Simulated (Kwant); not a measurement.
System: GaAs/Al0.3Ga0.7As stack with 1 barrier. One parabolic valley. Leads of mass 0.067 mₑ with the band edge at 0; grid 0.1 nm; bias 0 V, dropping linearly over the stack.

```json
[
 {"layer": "1", "thickness (nm)": "3.7", "band offset (eV)": "0.24", "mass (mₑ)": "0.092"}
]
```

Constants are typed, rounded textbook-type inputs, not results; the design itself was drawn at random and stands for no fabricated device.

Computed with Kwant: one-band effective-mass tight-binding model in one dimension, coherent, no space charge.

Sweep values stay those of the base run.

Base results: transmission at E = 0.1783 eV 0.14; mean transmission over the sweep 0.22; transmission at E = 0.08749 eV 0.043; transmission at E = 0.2692 eV 0.35.

What follows from this one change: mass in the first barrier 0.092 → 0.074 mₑ?

transmission at E = 0.1783 eV 0.14 → 0.21; mean transmission over the sweep 0.22 → 0.27; transmission at E = 0.08749 eV 0.043 → 0.066; transmission at E = 0.2692 eV 0.35 → 0.45.

What follows from this one change: thickness of the first barrier 3.7 → 4.4 nm?

transmission at E = 0.1783 eV 0.14 → 0.084; mean transmission over the sweep 0.22 → 0.19; transmission at E = 0.08749 eV 0.043 → 0.019; transmission at E = 0.2692 eV 0.35 → 0.31.
